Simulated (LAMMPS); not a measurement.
System: a free-standing liquid film of Ni, 2352 atoms, at 1730 K.

All values are model results, not measurements: classical MD, pair style eam/alloy, file NiAlH_jea.eam.alloy (LAMMPS).

**Question.** Estimate the number density in the middle, the surface tension, the excess potential energy of the surface for this model.

**Answer.** number density in the middle: 0.0783 Å⁻³; surface tension: 1.71 ± 0.03 N/m; excess potential energy of the surface: 2.0 J/m².
